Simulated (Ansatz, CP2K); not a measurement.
An Ansatz (a first-principles code) input for a relaxation of cell and atoms of PtS2 (P-3m1, 3 atoms in the cell) (DFT, PBE, plane waves, default PAW files):

Ansatz 0.2 input:
```yaml
# PtS2
crystal:
  lattice:
    - [3.504736, 0.000000, 0.000000]
    - [-1.752368, 3.035190, 0.000000]
    - [0.000000, 0.000000, 5.527666]
  atoms:
    - { symbol: Pt, position: [0.000000, 0.000000, 0.000000] }
    - { symbol: S, position: [0.666667, 0.333333, 0.779660] }
    - { symbol: S, position: [0.333333, 0.666667, 0.220340] }
kpoints:
  mp_grid: { grid: [6, 6, 3] }
hamiltonian:
  xc: pbe
  pseudopotentials: { kind: paw }
scf:
  occupations: { method: fermi_dirac, width: 0.05 eV }
relax:
  cell: {}
output:
  forces: true
  eigenvalues: true
  stress: true
```

Task: Write the same calculation as an input for CP2K.

Result: One input that does it (others would too):

```
&GLOBAL
  PROJECT calc
  RUN_TYPE CELL_OPT
  PRINT_LEVEL MEDIUM
&END GLOBAL
&FORCE_EVAL
  METHOD Quickstep
  STRESS_TENSOR ANALYTICAL
  &DFT
    BASIS_SET_FILE_NAME BASIS_MOLOPT
    POTENTIAL_FILE_NAME GTH_POTENTIALS
    &QS
      METHOD GPW
      EPS_DEFAULT 1E-10
      EXTRAPOLATION USE_GUESS
    &END QS
    &MGRID
      CUTOFF 500
      REL_CUTOFF 60
      NGRIDS 5
    &END MGRID
    &SCF
      SCF_GUESS ATOMIC
      EPS_SCF 1E-7
      MAX_SCF 100
      ADDED_MOS 6
      &DIAGONALIZATION
        ALGORITHM STANDARD
      &END DIAGONALIZATION
      &MIXING
        METHOD BROYDEN_MIXING
        ALPHA 0.3
        NBUFFER 10
        BETA 1.5
      &END MIXING
      &SMEAR ON
        METHOD FERMI_DIRAC
        ELECTRONIC_TEMPERATURE [K] 580.23
      &END SMEAR
    &END SCF
    &KPOINTS
      SCHEME MACDONALD 6 6 3 0.08333333333 0.08333333333 0
    &END KPOINTS
    &XC
      &XC_FUNCTIONAL PBE
      &END XC_FUNCTIONAL
    &END XC
    &PRINT
      &MO
        EIGENVALUES T
        OCCUPATION_NUMBERS T
        NDIGITS 8
        FILENAME mo
        &EACH
          QS_SCF 0
        &END EACH
        ADD_LAST NUMERIC
      &END MO
      &MULLIKEN ON
      &END MULLIKEN
    &END PRINT
  &END DFT
  &SUBSYS
    &CELL
      ABC 3.50473600 3.50473565 5.52766600
      ALPHA_BETA_GAMMA 90.00000000 90.00000000 120.00000335
      PERIODIC XYZ
    &END CELL
    &COORD
      Pt       0.00000000     0.00000000     0.00000000
      S        1.75236975     1.01172899     4.30970007
      S       -0.00000175     2.02346101     1.21796593
    &END COORD
    &KIND Pt
      BASIS_SET DZVP-MOLOPT-SR-GTH-q18
      POTENTIAL GTH-PBE-q18
    &END KIND
    &KIND S
      BASIS_SET DZVP-MOLOPT-SR-GTH-q6
      POTENTIAL GTH-PBE-q6
    &END KIND
  &END SUBSYS
  &PRINT
    &FORCES ON
    &END FORCES
    &STRESS_TENSOR ON
    &END STRESS_TENSOR
  &END PRINT
&END FORCE_EVAL
&MOTION
  &CELL_OPT
    OPTIMIZER BFGS
    MAX_ITER 60
    MAX_FORCE 4E-4
    RMS_FORCE 3E-4
    EXTERNAL_PRESSURE [GPa] 0
    PRESSURE_TOLERANCE [bar] 200
  &END CELL_OPT
  &PRINT
    &CELL ON
    &END CELL
    &RESTART OFF
    &END RESTART
    &RESTART_HISTORY OFF
    &END RESTART_HISTORY
  &END PRINT
&END MOTION
```

Basis settings and potentials, where a program has them, do not carry over. This input uses DFT PBE, GPW, DZVP-MOLOPT-SR-GTH basis, GTH-PBE potentials (GTH_POTENTIALS).

The starting cell comes from a database of computed structures (which also holds hypothetical and non-ambient phases and stackings), without a prior relaxation at this level. Its lattice was rescaled by a random factor within 2.5 % of one.
